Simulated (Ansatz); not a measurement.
Ir on the Ga site in beta Ga2O3 (start: the Ga(2) site; 120-site cell, 2×2×2 shifted sampling). These are PBE, PAW (plane waves to 420 eV; Ansatz, a first-principles code) values and carry that method's errors. Total energies of the localised charge states, counted from that of charge +2, and their image corrections (point charge with alignment); the host's valence-band maximum lies at 7.561 eV on the cells' energy zero and its gap is 2.01 eV.

```
charge  moment (μB)  E − E(first) (eV)  correction (eV)
------  -----------  -----------------  ---------------
+2              2.0              0.000            0.829
+1              1.0              8.490            0.275
0               0.0             17.730            0.000
```

### Question
Derive the transition levels above the valence-band maximum and say which of them are thermodynamic.

### Answer
A level is the Fermi energy at which two charges have equal formation energy: ε(q/q′) = [E(q′) + corr(q′) − E(q) − corr(q)] / (q − q′) − E_VBM.
ε(+2/+1) = [(8.490 + 0.275) − (0.000 + 0.829)] / 1 − 7.561 = 0.38 eV
ε(+1/0) = [(17.730 + 0.000) − (8.490 + 0.275)] / 1 − 7.561 = 1.40 eV
Thermodynamic levels at least 0.1 eV inside the gap: (+2/+1) at 0.38 eV; (+1/0) at 1.40 eV. They hold to tenths of an eV in this cell. Charges with a result: +2, +1, 0, −1. Others weren't obtained, and one of them could lie lower, also by skipping a charge. At charge −1 the carrier sat in host band states, shallow at most. Flagged in the runs: a host whose relaxation on this sampling wasn't shown to rest.
